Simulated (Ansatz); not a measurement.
Band structure of Ca (Fm-3m, 1 atom in the cell).

```
CELL_PARAMETERS angstrom
      0.00000     2.74324     2.74324
      2.74324     0.00000     2.74324
      2.74324     2.74324     0.00000
ATOMIC_POSITIONS crystal
  Ca 0.00000 0.00000 0.00000
```

Method of the run: revPBE, harder PAW files (source: ansatz) made with PBE (plane waves; Ansatz, an electronic-structure program).

Settings: basis.ecutwfc = 520 eV; kpoints.mp_grid.grid = 8 8 8; hamiltonian.xc = revpbe; hamiltonian.pseudopotentials = {kind: paw, source: ansatz}; scf.occupations.method = gaussian; scf.occupations.width = 0.1 eV; kpoints.band_path.npoints = 6.

The starting cell comes from a database of computed structures (which also holds hypothetical and non-ambient phases and stackings), without a prior relaxation at this level. Its lattice was rescaled by a random factor within 2.5 % of one.

Levels in eV from the Fermi level, bands 2 to 8:
```tsv
point	2	3	4	5	6	7	8
Γ	-22.89	-22.89	-22.89	-4.00	2.46	2.46	2.46
X	-23.03	-22.94	-22.94	-0.41	0.64	1.04	4.24
W	-22.98	-22.98	-22.94	0.24	0.77	0.77	2.71
K	-23.00	-22.97	-22.93	0.07	0.48	0.90	3.39
L	-23.03	-22.91	-22.91	-0.92	-0.12	2.33	2.33
U	-23.00	-22.97	-22.93	0.07	0.48	0.90	3.39
```

Bands cross the Fermi level along this path, so the cell is metallic at this level.

Keys are those of Ansatz 0.2.
